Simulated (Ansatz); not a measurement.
GaAs, pressure series

The parent structure is GaAs in the zinc blende structure (space group F-43m, No. 216).

```cif
data_AsGa
_chemical_formula_sum 'Ga1 As1'
_space_group_name_H-M_alt 'P 1'
_space_group_IT_number 1
_cell_length_a 3.96177
_cell_length_b 3.96177
_cell_length_c 3.96177
_cell_angle_alpha 60.000
_cell_angle_beta 60.000
_cell_angle_gamma 60.000
loop_
_space_group_symop_operation_xyz
  'x, y, z'
loop_
_atom_site_label
_atom_site_type_symbol
_atom_site_fract_x
_atom_site_fract_y
_atom_site_fract_z
_atom_site_occupancy
Ga1 Ga 0.00000 0.00000 0.00000 1
As1 As 0.25000 0.25000 0.25000 1
```

Cell and atoms are relaxed at each pressure.

Calculations: LDA/PAW in Ansatz (an electronic-structure program), without spin-orbit coupling.

### Question
Only one of these has a direct gap. Which?
(A) pressure 22.5 GPa
(B) pressure 0.9 GPa
(C) pressure 15 GPa
(D) pressure 30 GPa

### Answer
B, pressure 0.9 GPa. Computed: pressure 0.9 GPa: direct at Γ; pressure 22.5 GPa: indirect, Γ → X; pressure 15 GPa: indirect, Γ → X; pressure 30 GPa: indirect, Γ → X

Load acts through the strain it causes; cell and atoms are relaxed under it. No phonon test of stability was made. Measured, GaAs leaves this structure (for a Cmcm phase) near 15 GPa (room temperature; as listed in arXiv:1906.07825).
